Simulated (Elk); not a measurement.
Input and output of a self-consistent single point for Br (Cmce, 4 atoms in the cell) (Elk).

Computed with PBE, all-electron FP-LAPW, Elk's shipped species files, APW+lo basis with extra local orbitals (Elk 10.2.4).

The change in words: lattice scaled by 0.98. Reference geometry:
```yaml
crystal:
  lattice:
    - [2.24022, -3.33533, 0.00000]
    - [2.24022, 3.33533, 0.00000]
    - [0.00000, 0.00000, 8.72087]
  atoms:
    - { symbol: Br, position: [0.86100, 0.86100, 0.88900] }
    - { symbol: Br, position: [0.63900, 0.63900, 0.38900] }
    - { symbol: Br, position: [0.36100, 0.36100, 0.61100] }
    - { symbol: Br, position: [0.13900, 0.13900, 0.11100] }
```

Reference input (self-consistent single point, DFT, PBE, all-electron FP-LAPW, Elk's shipped species files, APW+lo basis with extra local orbitals): xctype = 20; rgkmax = 7.5; swidth = 0.000367493 Ha; ngridk = 5 5 2; tforce = true; gmaxvr = 18 1/bohr; lmaxapw = 10; lmaxo = 8; nxlo = 2; lorbcnd = true; lradstp = 2; nrmtscf = 2. This run's input differs from it in these lines:

```diff
@@ -46,8 +46,8 @@
 scale
-  7.592621492
+  7.440769066
 
 avec
-    0.5575689269   -0.8301306474    0.0000000000
-    0.5575689269    0.8301306474    0.0000000000
-    0.0000000000    0.0000000000    2.1705361799
+    0.5575690486   -0.8301305657    0.0000000000
+    0.5575690486    0.8301305657    0.0000000000
+    0.0000000000    0.0000000000    2.1705362905
```

Output, abridged:

```
│ Self-consistent loop started │
│ Loop number : 1 │
 total energy                :     -10436.4616305
│ Loop number : 2 │
 total energy                :     -10436.4223825
RMS change in Kohn-Sham potential (target) :   0.1049777633     (  0.1000000000E-05)
Absolute change in total energy (target)   :   0.3924800460E-01 (  0.1000000000E-03)
│ Loop number : 3 │
 total energy                :     -10434.4985228
RMS change in Kohn-Sham potential (target) :   0.8232617516E-01 (  0.1000000000E-05)
Absolute change in total energy (target)   :    1.933671654     (  0.1000000000E-03)
│ Loop number : 4 │
   [... lines left out ...]
Absolute change in total energy (target)   :   0.1047970469E-02 (  0.1000000000E-03)
│ Loop number : 13 │
 total energy                :     -10426.6616772
RMS change in Kohn-Sham potential (target) :   0.6063945156E-07 (  0.1000000000E-05)
Absolute change in total energy (target)   :   0.2967734708E-03 (  0.1000000000E-03)
│ Loop number : 14 │
 total energy                :     -10426.6616808
RMS change in Kohn-Sham potential (target) :   0.2341406514E-07 (  0.1000000000E-05)
Absolute change in total energy (target)   :   0.7064209785E-04 (  0.1000000000E-03)
Convergence targets achieved

│ Loop number : 15 │

Energies :
 Fermi                       :     0.839680998975E-01
 total energy                :     -10426.6616809

Density of states at Fermi energy :   0.2697881099E-06
 (states/Hartree/unit cell)

Estimated indirect band gap :   0.7338566097E-01
 from k-point      1 to k-point      1
Estimated direct band gap   :   0.7338566097E-01
 at k-point      1

Charges :
 core                        :    72.00000000
 valence                     :    68.00000000
 interstitial                :    10.80553361
 muffin-tins (core leakage)
  species :    1 (Br)
   atom    1                 :    32.29861660     (  0.2875760792E-03)
   atom    2                 :    32.29861660     (  0.2875760792E-03)
   atom    3                 :    32.29861660     (  0.2875760792E-03)
   [... lines left out ...]
   total force               :    -0.01221886    0.00000000    0.02208148
   total magnitude           :     0.02523672
  atom :    4
   Hellmann-Feynman          :     0.43169948    0.00000000    0.51681858
   IBS                       :    -0.41948062    0.00000000   -0.49473710
   total force               :     0.01221886    0.00000000    0.02208148
   total magnitude           :     0.02523672
```

The run converged in 15 iterations. The count includes the last loop, which Elk runs after its targets are met. Against the reference run the free energy goes up by 36.8 meV/atom, the largest force goes from 0.611 to 1.298 eV/Å and the gap on the mesh goes from 1.797 to 1.997 eV.

The starting cell has typed, rounded lattice constants, without a prior relaxation at this level. Its lattice was rescaled by a random factor within 2.5 % of one. For this run, on top of that: lattice scaled by 0.98. Values depend on the basis (sphere radii, cutoffs, local orbitals), which need not be converged. Forces in this geometry exceed 1 eV/Å.

Cost on one core of a shared machine: roughly 4 min.
